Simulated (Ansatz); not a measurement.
Where the default PAW files enter, the runs use the earlier of Ansatz's two default sets.

Evanescent states of MgH2 (P4_2/mnm, rutile, 6 atoms a cell, 10.0 Å³ an atom) along the normal of (110)

These are r2SCAN (plane waves, PAW; Ansatz, a quantum-chemistry and plane-wave program) values and carry that method's errors.

The gap is the functional's own. No spin-orbit coupling. Mid-gap values are interpolated on the energy grid.

Energies count from the valence-band top; κ is the least over a 10×6 mesh across the current.

```
E (eV)  κ (1/Å)  where
------  -------  -----
0.10      0.098      Γ
0.32      0.169      Γ
0.53      0.212      Γ
0.73      0.245      Γ
0.94      0.270      Γ
1.16      0.291      Γ
1.36      0.308      Γ
1.57      0.322      Γ
1.78      0.333      Γ
2.00      0.343      Γ
2.21      0.351      Γ
2.42      0.356      Γ
2.62      0.361      Γ
2.83      0.347  off Γ
3.04      0.329  off Γ
3.25      0.310  off Γ
3.46      0.286  off Γ
3.67      0.258  off Γ
3.88      0.223  off Γ
4.09      0.177  off Γ
4.30      0.104  off Γ
```

Q: How thick must the barrier be to attenuate the transmission by 10^8 when the electrodes' Fermi level lies at 0.73 eV, and what attenuation does that film give at 2.83 eV?

A: d = 8 ln 10 / (2 × 0.245) = 37.6 Å. At 2.83 eV it gives 8 × 0.347/0.245 = 11.3 decades.
